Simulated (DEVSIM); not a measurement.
## abrupt InP p-n junction

Structure: abrupt InP p-n junction, at 300 K.

| layer (left to right) | material | thickness (μm) | Nd (cm⁻³) | Na (cm⁻³) | τn (s) | τp (s) |
|---|---|---|---|---|---|---|
| 1 | InP | 0.140 | - | 1.4e15 | 6.4e-8 | 6.4e-8 |
| 2 | InP | 0.460 | 1.4e17 | - | 6.4e-8 | 6.4e-8 |

Left contact: ohmic. Right contact: ohmic. Voltage is applied to the left contact. Recombination: SRH at mid-gap, radiative. Mobility is μmin + (μ − μmin)/(1 + (N/Nref)^α).

The device is made up for the run: typed textbook-type constants, with dimensions and the other settings drawn at random. Values at 300 K.

```
parameter          InP
-------------  -------
gap (eV)         1.344
affinity (eV)     4.38
permittivity      12.5
Nc (cm⁻³)       5.7e17
Nv (cm⁻³)       1.1e19
μn (cm²/Vs)       5200
μp (cm²/Vs)        170
μn,min             400
μp,min              10
Nref,n            3e17
Nref,p          4.9e17
αn                0.47
αp                0.62
B (cm³/s)      1.2e-10
```

Model (solved in DEVSIM): 1D drift-diffusion, Boltzmann statistics, complete ionisation; no tunnelling, impact ionisation, image-force lowering or self-heating.

```
Quantity                                            Value
---------------------------------------------  ----------
Potential step across the device at zero bias     1.076 V
Largest field in the device at zero bias       68000 V/cm
Dark forward voltage at 1 A/cm²                   0.695 V
Dark forward voltage at 100 A/cm²                 0.828 V
```

Small-signal capacitance in reverse bias (quasi-static):

```csv
V (V),C (nF/cm²)
-0.2,61.9
-0.5,59.2
-1,55.4
-1.5,52.3
-2,49.6
-3,45.3
-4,42.0
-5,39.3
-6.5,36.1
```

Dark forward current:

```tsv
V (V)	J (A/cm²)
0.05	7.1e-11
0.10	3.9e-10
0.20	1.2e-8
0.25	7.7e-8
0.35	3.1e-6
0.40	2.0e-5
0.45	0.00013
0.55	0.0052
0.60	0.032
0.65	0.20
0.75	7.0
0.80	40
0.90	1000
0.95	3900
```
